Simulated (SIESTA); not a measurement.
Band structure of Nb (Im-3m, 1 atom in the cell).

```
Nb
1.0
   -1.65881     1.65881     1.65881
    1.65881    -1.65881     1.65881
    1.65881     1.65881    -1.65881
Nb
1
Direct
  0.00000   0.00000   0.00000
```

Method: GGA PBE, numerical atomic orbitals DZP, PseudoDojo PBE standard norm-conserving potentials (rewritten from UPF to PSML) (SIESTA).

Settings: XC.functional = GGA; XC.authors = PBE; potentials = PseudoDojo PBE standard; PAO.BasisSize = DZP; PAO.EnergyShift = 0.01 Ry; MeshCutoff = 400 Ry; kgrid.MonkhorstPack = 9 9 9; OccupationFunction = MP; OccupationMPOrder = 0; ElectronicTemperature = 0.1 eV; MaxSCFIterations = 150; SCF.Mixer.Method = Pulay; SCF.Mixer.Weight = 0.25; SCF.Mixer.History = 8.

The starting cell comes from a database of computed structures (which also holds hypothetical and non-ambient phases and stackings), without a prior relaxation at this level. Spin polarisation is off. Values carry the incompleteness of an atom-centred basis.

Levels in eV from the Fermi level, bands 3 to 8:
| point | 3 | 4 | 5 | 6 | 7 | 8 |
|---|---|---|---|---|---|---|
| Γ | -29.84 | -29.84 | -5.87 | 0.33 | 0.33 | 0.33 |
| H | -30.71 | -30.71 | -3.67 | -3.67 | 5.48 | 5.48 |
| N | -30.23 | -29.84 | -3.68 | -1.67 | 2.36 | 3.21 |
| P | -30.49 | -30.49 | -1.11 | -1.11 | -1.11 | 3.98 |

Bands cross the Fermi level along this path, so the cell is metallic at this level.

Higher empty bands are left out: an atom-centred basis made for the valence describes them poorly.
